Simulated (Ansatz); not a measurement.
# PtSb2 (space group Pa-3, No. 205)

```yaml
crystal:
  lattice:
    - [6.55329, 0.00000, 0.00000]
    - [0.00000, 6.55329, 0.00000]
    - [0.00000, 0.00000, 6.55329]
  atoms:
    - { symbol: Sb, position: [0.37490, 0.12510, 0.87490] }
    - { symbol: Sb, position: [0.62510, 0.87490, 0.12510] }
    - { symbol: Sb, position: [0.12510, 0.87490, 0.37490] }
    - { symbol: Sb, position: [0.87490, 0.12510, 0.62510] }
    - { symbol: Sb, position: [0.87490, 0.37490, 0.12510] }
    - { symbol: Sb, position: [0.12510, 0.62510, 0.87490] }
    - { symbol: Sb, position: [0.62510, 0.62510, 0.62510] }
    - { symbol: Sb, position: [0.37490, 0.37490, 0.37490] }
    - { symbol: Pt, position: [0.00000, 0.50000, 0.50000] }
    - { symbol: Pt, position: [0.50000, 0.50000, 0.00000] }
    - { symbol: Pt, position: [0.50000, 0.00000, 0.50000] }
    - { symbol: Pt, position: [0.00000, 0.00000, 0.00000] }
```

Calculations: Ansatz (a first-principles code) PBE, no spin-orbit coupling. Settings: 6×6×6 k-points, 0.05 eV Fermi–Dirac smearing.

- Volume per atom: 23.45 Å³
- Density: 10.35 g/cm³
- Band gap: zero
- Total energy: -8497.797 eV/atom (σ→0; compares only within this code and set-up)

Spin-orbit coupling, missing from the scalar runs, can matter with Pt and Sb. Stability against distortions was not tested. The final runs are not spin-polarised. A zero or small gap of PtSb2 can be the functional's error rather than a property of the material.
